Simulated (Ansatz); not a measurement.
# HfTiO4, pressure series

Base system: HfTiO4 (space group P2_12_12, No. 18; a = 4.699 Å, b = 5.066 Å, c = 5.619 Å; a cell from a computed database, its experimental status unchecked).

Cell and atoms are relaxed at each pressure.

Method: DFT with PBEsol, PAW potentials and a 420 eV plane-wave cutoff in Ansatz (a quantum-chemistry and plane-wave program), no SOC.

```
pressure (GPa)  volume per atom (Å³/atom)
--------------  -------------------------
-2                                 11.255
-1                                      ?
0                                  11.148
0.7                                11.111
1.5                                11.070
3                                  10.994
5                                  10.895
7.5                                10.777
10                                 10.660
```

Fit the third-order Birch–Murnaghan form P(V) = (3B₀/2)[(V₀/V)^(7/3) − (V₀/V)^(5/3)]·[1 + (3/4)(B₀′ − 4)((V₀/V)^(2/3) − 1)] (squares taken in P) to the rows shown and predict the withheld row.

Least squares on the printed values gives V₀ = 11.148 Å³/atom, B₀ = 212 GPa, B₀′ = 2.4; this predicts 11.201 Å³/atom, and the run gives 11.201 Å³/atom, in agreement.

Load acts through the strain it causes; cell and atoms are relaxed under it. Whether these cells are dynamically stable was not tested. Competing high-pressure phases were not computed. The final runs are not spin-polarised.
